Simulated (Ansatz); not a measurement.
The parent structure is C in the diamond structure (space group Fd-3m, No. 227; a = 3.572 Å).

The values are results of Kohn–Sham DFT with the PBE functional, run in Ansatz (a first-principles code) with PAW and 420 eV plane waves, scalar-relativistic without spin-orbit coupling, earlier PAW set, not measurements.

Base values:

Density: 3.50 g/cm³
Band gap: 4.13 eV
Shortest interatomic distance: 1.547 Å
Width of the top valence band: 8.29 eV

One thing is altered: every C is replaced by Si, then cell and atoms are relaxed.

Tabulated Pauling electronegativity and covalent radius: C 2.55, 0.76 Å; Si 1.90, 1.11 Å.

Task: Predict the new density.

Result: The density falls by 1.22 g/cm³ to 2.28 g/cm³.

Task: What happens to the band gap?

Result: The band gap drops by 3.52 eV to 0.61 eV.

Task: What happens to the shortest interatomic distance?

Result: The shortest interatomic distance rises by 0.822 Å to 2.369 Å.

Task: How does this affect the width of the top valence band?

Result: The width of the top valence band falls by 4.53 eV (8.29 eV → 3.76 eV).

Gaps are Kohn–Sham eigenvalue differences; semilocal functionals usually give less than the measured gap. No phonon test of stability was made.
